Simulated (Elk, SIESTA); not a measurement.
An Elk input for a self-consistent single point of K (Im-3m, 1 atom in the cell) (DFT, PBE, all-electron FP-LAPW, Elk's shipped species files, APW+lo basis with extra local orbitals):

```
tasks
  0

xctype
  20

rgkmax
  7.5

gmaxvr
  14.0

nxlo
  2

lorbcnd
  .true.

lmaxi
  3

stype
  0

swidth
  0.00367493

maxscl
  100

avec
   -5.1090994553    5.1090994553    5.1090994553
    5.1090994553   -5.1090994553    5.1090994553
    5.1090994553    5.1090994553   -5.1090994553

atoms
  1
  'K.in'
  1
  0.0000000000  0.0000000000  0.0000000000    0.0 0.0 0.0

ngridk
  11 11 11
```

Question: Write the same calculation as an input for SIESTA.

Answer: One input that does it (others would too):

```
# files in the folder: K.psml (PseudoDojo PBE standard)
SystemName  K
SystemLabel siesta

NumberOfAtoms                1
NumberOfSpecies              1
%block ChemicalSpeciesLabel
  1 19 K
%endblock ChemicalSpeciesLabel
LatticeConstant              4.682805 Ang
%block LatticeVectors
    -0.577350327    0.577350327    0.577350327
     0.577350327   -0.577350327    0.577350327
     0.577350327    0.577350327   -0.577350327
%endblock LatticeVectors
AtomicCoordinatesFormat      ScaledCartesian
%block AtomicCoordinatesAndAtomicSpecies
     0.000000000    0.000000000    0.000000000  1
%endblock AtomicCoordinatesAndAtomicSpecies

XC.functional                GGA
XC.authors                   PBE
PAO.BasisSize                TZP
PAO.EnergyShift              0.005 Ry
MeshCutoff                   400 Ry
%block kgrid.MonkhorstPack
   11   0   0  0.0
    0  11   0  0.0
    0   0  11  0.0
%endblock kgrid.MonkhorstPack
OccupationFunction           MP
OccupationMPOrder            0
ElectronicTemperature        1160.45 K

MaxSCFIterations             150
SCF.Mixer.Method             Pulay
SCF.Mixer.Weight             0.2
SCF.Mixer.History            8
SCF.DM.Tolerance             1.0E-04
Diag.ParallelOverK           true
WriteForces                  true
```

Basis, cutoffs, solver keys and any potentials are the target program's own. This input uses DFT, GGA PBE, numerical atomic orbitals TZP, PseudoDojo PBE standard norm-conserving potentials (rewritten from UPF to PSML).

The starting cell comes from a database of computed structures (which also holds hypothetical and non-ambient phases and stackings), without a prior relaxation at this level. Its lattice was rescaled by a random factor within 2.5 % of one. For this run, on top of that: lattice scaled by 0.98.
